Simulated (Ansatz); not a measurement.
The parent structure is TaN in the rock salt structure (space group Fm-3m, No. 225; a = 4.416 Å).

Structures relaxed with PBE (Ansatz, an electronic-structure program), no spin-orbit coupling, earlier PAW set.

Base:

Simulated powder pattern, Co Kα, λ = 1.79026 Å (kinematic, ideal powder, no thermal factors, no anomalous dispersion; the 8 strongest lines at most, above 2 %, up to 2θ = 90°):

```tsv
2θ (°)	I/Imax (%)	hkl
41.11	100	(111)
47.83	66	(200)
69.96	45	(220)
84.48	46	(311)
89.20	17	(222)
```

After one change:

Simulated powder pattern, Co Kα, λ = 1.79026 Å (kinematic, ideal powder, no thermal factors, no anomalous dispersion; the 8 strongest lines at most, above 2 %, up to 2θ = 90°):

```csv
2θ (°),I/Imax (%)
41.04,100
47.64,25
47.81,50
69.80,32
69.93,16
84.16,14
84.41,29
89.03,18
```

**Question.** Which change produced these results?
(A) x(Nb) = 0.75, 8 atoms, R-3m
(B) x(Nb) = 0.5, 8 atoms, P4/nmm
(C) x(Nb) = 0.667, 6 atoms, I4/mmm

**Answer.** C, x(Nb) = 0.667, 6 atoms, I4/mmm. Its volume per atom is 10.81 Å³ against 10.77 Å³, and its space group is I4/mmm (No. 139).

These are small ordered cells, not random alloys; other orderings at the same x differ. Stability against distortions was not tested. All final runs are without spin polarisation. This is not the structure that TaN has at room temperature and ambient pressure.
